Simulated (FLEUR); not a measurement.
Input and output of a self-consistent single point for LaSiNi4 (Cmmm, 6 atoms in the cell) (FLEUR).

Level of theory: LDA (Vosko-Wilk-Nusair), all-electron FLAPW (FLEUR), scalar-relativistic valence run with FLEUR.

The change in words: lattice scaled by 0.98. Reference geometry:
```
LaSiNi4
1.0
    2.60688    -4.11702     0.00000
    2.60688     4.11702     0.00000
    0.00000     0.00000     3.94953
La Si Ni
1 1 4
Direct
  0.00000   0.00000   0.00000
  0.50000   0.50000   0.50000
  0.34245   0.65755   0.00000
  0.65755   0.34245   0.00000
  0.50000   0.00000   0.50000
  0.00000   0.50000   0.50000
```

Reference input (self-consistent single point, DFT, LDA (Vosko-Wilk-Nusair), all-electron FLAPW (FLEUR), scalar-relativistic valence): Kmax = 4.1 1/bohr; GmaxXC = 16.4 1/bohr; xcFunctional = vwn; jspins = 1; l_soc = F; mode = hist; fermiSmearingEnergy = 0.00367493 Htr; mesh (inpgen div1-3) = 6 6 7; inpgen gamma flag = true; Gmax = 16.4 1/bohr; numbands = 0; maxIterBroyd = 25. This run's input differs from it in these lines:

```diff
@@ -3,6 +3,6 @@
 &input film=f /
-0.5349696429 -0.8448712808 0.0000000000
-0.5349696429 0.8448712808 0.0000000000
-0.0000000000 0.0000000000 0.8105009260
-9.2085397832
+0.5349695548 -0.8448713366 0.0000000000
+0.5349695548 0.8448713366 0.0000000000
+0.0000000000 0.0000000000 0.8105008355
+9.0243690621
 1.0 1.0 1.0
@@ -48,5 +48,5 @@
          <bravaisMatrix>
-            <row-1>    4.9262892394489484    -7.7800308009299384     0.0000000000000000</row-1>
-            <row-2>    4.9262892394489484     7.7800308009299384     0.0000000000000000</row-2>
-            <row-3>    0.0000000000000000     0.0000000000000000     7.4635300213914402</row-3>
+            <row-1>    4.8277626995025305    -7.6244307514681156     0.0000000000000000</row-1>
+            <row-2>    4.8277626995025305     7.6244307514681156     0.0000000000000000</row-2>
+            <row-3>    0.0000000000000000     0.0000000000000000     7.3142586646924013</row-3>
          </bravaisMatrix>
```

Output (repeated stretches shortened):

```
 Iteration:     1   Distance:      17.40302525 me/bohr^3
 Iteration:     2   Distance:      11.93369041 me/bohr^3
 Iteration:     3   Distance:       8.74156199 me/bohr^3
 Iteration:     4   Distance:       7.21930270 me/bohr^3
 Iteration:     5   Distance:       2.76473654 me/bohr^3
   [... 12 lines left out ...]
 Iteration:    18   Distance:       0.00008155 me/bohr^3
 Iteration:    19   Distance:       0.00005959 me/bohr^3
 Iteration:    20   Distance:       0.00001797 me/bohr^3
 Iteration:    21   Distance:       0.00000175 me/bohr^3
 Reset of history
 Run finished successfully
 Stop message:
   Structural relaxation: new displacements generated

[file out, last iteration]
             iter=     22
[...]
          total density-effective poten   -2.4393408282E+04
          total charge density-energy d   -4.6242947659E+02
 Updated energy parameters for spin:           1
[...]
 fermi energy and band-weighting factors:
   [... 5 lines left out ...]

[...]
FERMIE:
          first approx. to ef    (T=0)  :   0.447779 htr   (energy of the highest occ. eigenvalue)
          number of occ. states  (T=0)  :       2057
          first approx. to seigv (T=0)  : -30.807075 htr
          sum of weights of occ. states :  39.515873
          sum of semicore charge        :   0.000000 e
FERHIS:  Fermi-Energy by histogram:
          bandgap                     :   0.000328 htr
   [... lines left out ...]
          charge neutrality (T=0)     :   0.031746    (zero if the highest occ. eigenvalue is "entirely" occupied)
     EF_NEWTON:  Adjust Fermi-Energy by Newton-Method.
 Direct bandgap for spin            1 :    5.7549310126403519E-003  Htr
 ---->    free energy=                    -14854.1041348165 htr
   [... lines left out ...]
 TOTAL FORCE FOR ATOM TYPE=  2  X=  4.828   Y=  0.000   Z=  3.657
                       FX_TOT= 0.000000 FY_TOT= 0.000000 FZ_TOT= 0.000000
 TOTAL FORCE FOR ATOM TYPE=  3  X=  0.000   Y= -5.222   Z=  0.000
                       FX_TOT= 0.000000 FY_TOT= 0.002572 FZ_TOT= 0.000000
 TOTAL FORCE FOR ATOM TYPE=  4  X=  2.414   Y= -3.812   Z=  3.657
                       FX_TOT= 0.000000 FY_TOT= 0.000000 FZ_TOT= 0.000000
```

The run converged in 21 iterations. FLEUR gives forces in its relaxation mode, with a further iteration, so its stop message speaks of a relaxation. Against the reference run the free energy falls by 12.9 meV/atom and the largest force goes from 0.008 to 0.132 eV/Å.

The starting cell comes from a database of computed structures (which also holds hypothetical and non-ambient phases and stackings), without a prior relaxation at this level. For this run, on top of that: lattice scaled by 0.98. Spin polarisation is off. Values depend on the basis (sphere radii, cutoffs, local orbitals), which need not be converged. The log's line on a gap gives a spacing of levels on this mesh, which the program prints for metals too.

Cost on one core of a shared machine: roughly 7 min.
